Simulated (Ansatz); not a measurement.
# Defect calculation: N on the P site (N_P) in zinc-blende InP

These are HSE06, PAW (plane waves to 420 eV; Ansatz, a quantum-chemistry and plane-wave program) values and carry that method's errors. Cell and caveats: 64-site cell; lattice scaled to a tabulated measured volume, 25.27 Å³ a site; 2×2×2 shifted k-points; start: the P site; no spin–orbit coupling; not converged in cell size; atoms relaxed at one k-point.

Neighbours after relaxation, in Å: of the N atom: In 2.24, In 2.24, In 2.24, In 2.24.

| charge | moment (μB) | largest move off a lattice site (Å) |
|---|---|---|
| 0 | not spin-polarised | 0.30 |
